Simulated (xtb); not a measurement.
xtb 6.7.1, GFN2-xTB: Ni(OMe)(nacnac) (C[O][Ni]1[N](C)C(C)=CC(C)=[N]->1C), charge 0, multiplicity 3, 28 atoms. The geometry is a generated start, not checked to be a minimum at this level.

| Property | Value |
|---|---|
| run flags | --grad |
| method | GFN2-xTB |
| --acc | 1 (default) |
| --etemp (K) | 300 (default) |
| basis functions | 70 |
| valence electrons | 74 |

```xyz
28

Ni     0.6265    -1.1523    -0.0036
O      0.9724    -2.8867    -0.2443
C      0.9162    -4.2080    -0.5583
H      0.8319    -4.3625    -1.6484
H      1.8292    -4.7246    -0.2176
H      0.0539    -4.7048    -0.0816
C      0.1775     2.6389    -2.0497
C      0.0921     1.5525    -1.0081
C     -0.6700     1.8328     0.1336
C     -0.8930     1.0163     1.2510
C     -1.7690     1.5827     2.3392
N     -0.3650    -0.1839     1.3831
C     -0.6150    -0.9199     2.6108
N      0.7184     0.4079    -1.1933
C      1.5012     0.2317    -2.4039
H     -0.3886     3.5144    -1.7472
H      1.2143     2.9336    -2.2075
H     -0.2163     2.2821    -3.0008
H     -1.1418     2.8034     0.1601
H     -2.1901     2.5395     2.0409
H     -2.5868     0.8966     2.5624
H     -1.1910     1.7269     3.2539
H     -1.6806    -1.1458     2.7249
H     -0.0639    -1.8602     2.5830
H     -0.2904    -0.3494     3.4878
H      2.2960     0.9832    -2.4739
H      0.8734     0.3149    -3.2995
H      1.9586    -0.7590    -2.3930
```

Charge 0 and multiplicity 3 are set for this test and not shown to be the ground state. GFN-xTB has no spin term: --uhf 2 sets the occupations alone.

One run each on 1 thread. Values of broydamp tried: 0.02, 0.05, 0.1, 0.2, 0.4 (default), 0.6, 0.8, 1.

### Question
Which value of broydamp needs the fewest SCC iterations, and what happens away from it?

### Answer
Fewest SCC iterations, within one of each other: 0.2 with 17, 0.4 (default) with 16, 0.6 with 17. The count rises to 33 at 0.02. All converge to one solution.

```csv
broydamp,SCC iterations,end
0.02,33,same solution
0.05,25,same solution
0.1,21,same solution
0.2,17,same solution
0.4 (default),16,same solution
0.6,17,same solution
0.8,21,same solution
1,20,same solution
```
